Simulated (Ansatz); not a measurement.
System: L1₂ (Cu3Au-type) Ni3Fe. Method: PBE-D3(BJ) in Ansatz (plane waves, PAW).

Run with plane-wave cutoff 520 eV, 16×16×16 k mesh, Fermi–Dirac smearing 0.05 eV, spin-polarised with parallel moments, scalar-relativistic PAW data made under PBE.

Computed points:

```csv
V (Å³/atom),E − E_lowest (meV/atom),P (GPa)
10.132,28.91,15.22
10.347,12.33,9.54
10.563,2.96,4.49
10.779,0.00,-0.01
10.994,2.75,-4.01
11.210,10.59,-7.56
11.425,22.92,-10.70
```

What bulk modulus B0 and pressure derivative B′ does a third-order Birch–Murnaghan fit give?

V0 = 10.778 Å³/atom, B0 = 212 GPa, B′ = 4.9 (fit to the energies at full precision).

Ansatz is a first-principles code.
